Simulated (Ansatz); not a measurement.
# ZnS under load (space group P6_3mc): band-edge transport data

Consider the following.

```yaml
crystal:
  lattice:
    - [3.80638, 0.00000, 0.00000]
    - [-1.90319, 3.29642, 0.00000]
    - [0.00000, 0.00000, 6.18361]
  atoms:
    - { symbol: Zn, position: [0.33333, 0.66667, 0.99943] }
    - { symbol: Zn, position: [0.66667, 0.33333, 0.49943] }
    - { symbol: S, position: [0.33333, 0.66667, 0.37557] }
    - { symbol: S, position: [0.66667, 0.33333, 0.87557] }
```

Computed with PBE with spin-orbit coupling, rigid bands (plane waves, PAW; Ansatz, a program for electronic structure). Condition of this run: biaxial stress in the c plane of -1 GPa (compression positive) (the target of the relaxation). How the cell was made: cell and atoms relaxed with PBEsol, then loaded as said.

```yaml
band_gap: 2.26 eV
electron conductivity mass (300 K, dilute): 0.198 (x), 0.198 (y), 0.177 (z) mₑ
hole conductivity mass (300 K, dilute): 1.15 (x), 1.15 (y), 1.39 (z) mₑ
effective density of states N_c (300 K): 2.0e18 cm⁻³
effective density of states N_v (300 K): 4.2e19 cm⁻³
density_of_states_mass_electrons: 0.187 mₑ
density_of_states_mass_holes: 1.41 mₑ
Seebeck coefficient, n-type 1e19 cm⁻³, 300 K: -110 μV/K
Seebeck coefficient, p-type 1e19 cm⁻³, 300 K: 373 μV/K
best p-type power factor at 300 K for τ = 10 fs (best axis; densities from 1e16 to 1e21 cm⁻³ tried, whether or not they can be reached): 11.5 μW/(cm·K²) at 3e20 cm⁻³
```

Rigid bands; masses and Seebeck coefficients take one relaxation time τ for all states and one kind of carrier; polarons and phonon drag are left out. Geometry: cell and atoms relaxed with PBEsol.
